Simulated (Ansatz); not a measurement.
Base system: BaHfO3 in the cubic perovskite structure (space group Pm-3m, No. 221; a = 4.2062 Å).

All numbers come from PBE, PAW, 420 eV (Ansatz, a quantum-chemistry and plane-wave program; no spin-orbit coupling).

Strains are applied to the cell and any free atomic positions relax.

One change was made to it. Results:

```tsv
quantity	base	after
energy relative to the base (free energy F)	0 meV/atom	+65 meV/atom
pressure	-0.01 GPa	17.34 GPa
gap character	indirect, R → Γ	direct at Γ
band gap	3.62 eV	3.79 eV
```

Question: What was done to the base?
A) isotropic strain −1.20 %
B) isotropic strain −1.80 %
C) isotropic strain −2.40 %
D) isotropic strain −3.00 %

Answer: D, isotropic strain −3.00 %. For comparison, the energy relative to the base in the other runs: isotropic strain −1.80 % gives +22 meV/atom; isotropic strain −2.40 % gives +41 meV/atom; isotropic strain −1.20 % gives +9.7 meV/atom.

Spin-orbit coupling, missing from the scalar runs, can matter with Hf. No phonon test of stability was made.
